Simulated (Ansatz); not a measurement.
Consider a Ge ion moving along [001] in Si (Fd-3m), on the centre line of the channel, 1.37 Å from the nearest row of atoms, at 0.6 atomic units of velocity (649 keV). The periodic cell holds 160 host atoms, 10.9 × 10.9 Å across the path and 27.4 Å along it, and uses the mean of two k-points, (¼, ¼, ±¼).

**Question.** What electronic stopping power does real-time TDDFT give (Ansatz, a quantum-chemistry and plane-wave program, PBE functional, plane-wave PAW, adiabatic)?

**Answer.** 20 eV/Å, or 200 eV/nm. Host atoms are fixed, cores are frozen and nuclear stopping is left out; the value is of this one path, not of a random one. The dependence on the size of the cell was not tested for this case.
